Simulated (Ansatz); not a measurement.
Consider a periodic stack without vacuum, fluorite-type CoSi2 (0 0 1) on Si0.5Ge0.5, ordered in pairs of (001) planes (0 0 1), Al on 1 of 2 substrate sites at each interface (film strained to the substrate, started from cuts of the bulks and a machine-learned relaxation): substrate slab Al2Ge10Si8, film Co8Si16, surface cells [[-2, 0], [-1, -1]] and [[-2, 0], [-1, -1]], film strained by +4.4 and +4.6 %, outermost planes Ge/Ge and Si/Co as cut, which need not be the usual terminations and can put a slab off its formula. Its start:

```xyz
44
Lattice="7.9266 0.0000 -0.0058 0.0000 3.9578 -0.0115 2.9526 0.2522 25.1071" Properties=species:S:1:pos:R:3 pbc="T T T"
Al     3.9756     3.8525     0.4213
Ge     7.9431     3.8143     0.4147
Ge     3.9600     1.8686     2.0244
Ge     7.9399     1.8480     1.9786
Ge     3.9796     3.8841     6.1105
Ge     7.9226     3.8918     6.1411
Ge     4.0154     1.9098     7.6039
Ge     7.9069     1.9175     7.6405
Ge     3.9427     3.9163    11.8589
Ge     8.0151     3.9202    11.7362
Al     3.4492     1.9403    13.3914
Ge     8.7113     1.9511    13.0478
Si     5.9573     1.8878     3.3785
Si     1.9793     1.8858     3.4042
Si     1.9760     3.8715     4.7164
Si     5.9604     3.8736     4.6914
Si     5.9377     1.9361     9.1164
Si     2.0185     1.9320     8.9855
Si     2.0564     3.9139    10.2932
Si     5.9270     3.9174    10.4434
Co     8.9280     3.9292    19.1983
Co     4.9500     3.9272    19.1439
Co     3.0065     1.9496    16.5670
Co     7.0177     1.9426    16.6268
Co     8.9576     3.9956    24.1330
Co     4.9017     3.9959    24.1361
Co     2.9716     1.9809    21.6635
Co     6.9197     1.9486    21.6714
Si     6.9113     3.9267    17.9230
Si     2.9221     3.9253    17.9312
Si     8.8387     1.9479    18.0092
Si     4.8785     1.9459    17.9333
Si     8.9174     1.9336    15.4265
Si     4.9915     1.9306    15.4045
Si     6.4805     3.9131    15.4437
Si     2.6009     3.9233    15.4299
Si     6.9249     3.9214    23.0123
Si     2.9699     3.9555    22.9667
Si     8.8935     2.0039    23.1173
Si     4.9678     2.0057    23.1189
Si     8.8987     1.9586    20.5058
Si     4.9437     1.9559    20.4777
Si     6.9063     3.9314    20.4629
Si     2.9684     3.9457    20.4601
```

The start was prepared with a machine-learned potential, and the result is one local minimum, with the in-plane cell held and forces under 0.04 eV/Å; the film can end far from its bulk form.

The numbers are results of PBE (plane waves to 420 eV, PAW; Ansatz, an electronic-structure program), not measurements. No spin–orbit coupling; the runs are not spin-polarised; PBE gaps are too small against experiment. Its k-point mesh 4×7×1, Fermi–Dirac width 0.05 eV.

Task: Predict the relaxed interface.

Result: 
- interface area = 31.4 Å²
- period = 25.24 Å
- gaps between the outermost planes at the two interfaces = 2.33 and 1.42 Å
- Al–Co contacts across the interfaces within 1.22 times the sum of covalent radii = 2, mean 2.56 Å
- Al–Si contacts across the interfaces within 1.22 times the sum of covalent radii = 2, mean 2.51 Å
- Co–Ge contacts across the interfaces within 1.22 times the sum of covalent radii = 2, mean 2.49 Å
- Ge–Si contacts across the interfaces within 1.22 times the sum of covalent radii = 2, mean 2.49 Å
